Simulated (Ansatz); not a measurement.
Take AgRhS₂O₈ (space group C2/m, No. 12; a cell from a computed database, its experimental status unchecked) as the base.

```
CELL_PARAMETERS angstrom
      3.98646    -2.58055     0.00000
      3.98646     2.58055     0.00000
     -0.12186     0.00000     7.25335
ATOMIC_POSITIONS crystal
  Ag 0.00000 0.00000 0.50000
  Rh 0.00000 0.00000 0.00000
  S  0.35813 0.35813 0.21250
  S  0.64187 0.64187 0.78750
  O  0.27527 0.27527 0.38904
  O  0.72473 0.72473 0.61096
  O  0.23392 0.70875 0.20529
  O  0.76608 0.29125 0.79471
  O  0.29125 0.76608 0.79471
  O  0.70875 0.23392 0.20529
  O  0.24983 0.24983 0.04360
  O  0.75017 0.75017 0.95640
```

Cartesian axes are those of the cell as printed.

The values are results of Ansatz (a quantum-chemistry and plane-wave program) PBEsol, no SOC, earlier PAW set, not measurements.

Before the change:

| Quantity | Result |
|---|---|
| Band gap | 1.13 eV |

One thing is altered: compressive biaxial strain of 3.06 % in the plane normal to [001], as in epitaxy on a mismatched substrate; the out-of-plane cell vector and the atoms relax.

Predict the new in-plane stress, band gap and ratio −ε⊥/ε∥.

The mean in-plane stress (compression positive) is +4.3 GPa; the band gap rises by 0.10 eV (1.13 eV → 1.23 eV); the ratio −ε⊥/ε∥ comes out as 0.83.

No phonon test of stability was made.
